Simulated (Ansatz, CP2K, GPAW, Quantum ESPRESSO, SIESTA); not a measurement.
**One structure in several programs: Sb (R-3m, 2 atoms in the cell)**

Self-consistent single point.

```
CELL_PARAMETERS angstrom
      2.15987     1.24700     3.79962
     -2.15987     1.24700     3.79962
      0.00000    -2.49400     3.79962
ATOMIC_POSITIONS crystal
  Sb 0.26826 0.26826 0.26826
  Sb 0.73174 0.73174 0.73174
```

Shared settings, as Ansatz (a first-principles code) writes them: kpoints.mp_grid.grid = 6 6 6; scf.occupations.method = fermi_dirac; scf.occupations.width = 0.1 eV. Potentials and cutoffs stand in the table.

| code | model | pressure (GPa) | largest force (eV/Å) | cutoff |
|---|---|---|---|---|
| SIESTA | GGA PBEsol, numerical atomic orbitals TZP, PseudoDojo PBEsol standard norm-conserving potentials (rewritten from UPF to PSML) | 0.35 | 0.487 | grid 300 Ry |
| Quantum ESPRESSO | PBEsol, PSlibrary PAW (PBE) pseudopotentials | -0.34 | 0.178 | 30 Ry |
| GPAW | PBEsol, GPAW PAW datasets PBEsol (made by gpaw-setup) | -0.55 | 0.121 | 600 eV |
| CP2K | PBEsol, GPW, DZVP-MOLOPT-SR-GTH basis, GTH-PBE potentials (GTH_POTENTIALS) | 2.10 | 0.345 | grid 400 Ry |
| Ansatz | PBEsol, default PAW files made with PBE | -0.29 | 0.145 | 420 eV |

On Ansatz's run: spin-orbit coupling is off.

The spread over the programs that give each value: pressure within 2.65 GPa; largest force within 0.366 eV/Å.

SIESTA and CP2K use small atom-centred bases, whose incompleteness enters pressures, forces and empty levels differently from a plane-wave cutoff. Ansatz's pressure is given at a fixed set of plane waves, as the other plane-wave codes print theirs; with its correction for the finite basis it is -0.25 GPa. In the pressure, CP2K (by 2.44) lies more than 1 GPa from the median of the plane-wave programs. In the force vectors, SIESTA (by 0.342) and CP2K (by 0.200) lie more than 0.08 eV/Å from the median of the plane-wave programs.

The starting cell comes from a database of computed structures (which also holds hypothetical and non-ambient phases and stackings), without a prior relaxation at this level. Its lattice was rescaled by a random factor within 2.5 % of one.

Left out of this page: Elk and FLEUR (not drawn, or without a comparable value).

Keys are those of Ansatz 0.2.
